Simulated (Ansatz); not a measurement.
The reference is Pt in the fcc (Cu type) structure (space group Fm-3m, No. 225; a = 3.9183 Å).

The values are results of PBEsol, PAW, 420 eV (Ansatz, a program for electronic structure; no spin-orbit coupling), not measurements.

Before the change:

The lattice parameter a is 391.8 pm and the band gap comes out as zero.

It is then changed as follows: a negative pressure, −2 GPa.

Question: Predict the new lattice parameter a.

Answer: The lattice parameter a increases by 0.93 pm, from 391.8 pm to 392.8 pm.

Question: How does this affect the band gap?

Answer: The band gap remains zero.

Load acts through the strain it causes; cell and atoms are relaxed under it. No phonon test of stability was made. All final runs are without spin polarisation.
